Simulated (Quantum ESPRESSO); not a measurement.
## Pressure against volume in fluorite-structure AuAl2 (space group 225) (Quantum ESPRESSO, LDA)

```
AuAl2
1.0
    0.00000     2.88332     2.88332
    2.88332     0.00000     2.88332
    2.88332     2.88332     0.00000
Al Au
2 1
Direct
  0.25000   0.25000   0.25000
  0.75000   0.75000   0.75000
  0.00000   0.00000   0.00000
```

Computed with LDA (PZ), GBRV 1.5 ultrasoft (LDA) pseudopotentials (plane waves; Quantum ESPRESSO). Settings: ecutwfc = 52 Ry; ecutrho = 416 Ry; occupations = smearing; smearing = fermi-dirac; degauss = 0.0036749 Ry; potentials = {Al: al_lda_v1.uspp.F.UPF, Au: au_lda_v1.uspp.F.UPF}; K_POINTS = automatic 17 17 17 0 0 0; conv_thr = 1e-10 Ry; mixing_beta = 0.5. The cell above is the first row's. The rows scale it uniformly. In all rows fractional positions and the k mesh are held.

| V (Å^3/atom) | P (GPa) |
|---|---|
| 15.980 | ? |
| 16.328 | 10.77 |
| 16.675 | 7.35 |
| 17.023 | 4.29 |
| 17.370 | 1.55 |
| 17.717 | -0.89 |
| 18.065 | -3.06 |
| 18.412 | -4.99 |
| 18.760 | -6.71 |

The 8 complete rows are fitted with a cubic, P against V. With u = V - 17.5, the rows have u = -1.1720, -0.8250, -0.4770, -0.1300, 0.2170, 0.5650, 0.9120, 1.2600. Least squares gives P = 0.604 - 7.1242·u + 1.1893·u² - 0.1128·u³. Residuals (row less fit): 0.001, -0.004, 0.005, 0.000, -0.003, 0.002, 0.000, 0.000; standard error 0.004 (degrees of freedom: 4). The fitted pressure is zero at V0 = 17.59, where dP/dV = -6.922, so B0 = -V0·dP/dV = 122 GPa.

Q: Estimate the missing P (V = 15.980); what did the run itself give?

A: u = -1.5200, so P = 0.604 - 7.1242 × (-1.5200) + 1.1893 × (-1.5200)² - 0.1128 × (-1.5200)³ = 14.577 GPa. The calculation gives 14.59 GPa, 0.013 GPa above the prediction (0.1 % of the range of P in the table). The row lies outside the fitted rows, so this is an extrapolation. From the scatter of the fitted rows alone, a prediction at this place has a standard error of 0.010 GPa, so the miss is 1.3 times that.

Carrying the step between the two nearest rows on in a straight line would have given 14.20, off by 0.39; series whose last step already gives the withheld value aren't shown. The scan was laid around a cell of about the measured size, scaled by a guess for this functional. The runs keep the symmetry of the cell, so they don't test it for distortions. Spin-orbit coupling is off. Cutoffs and mesh are single choices, not tested for convergence of this quantity. Series with a scatter that would blur these digits, or in which a gap closes, are not shown.
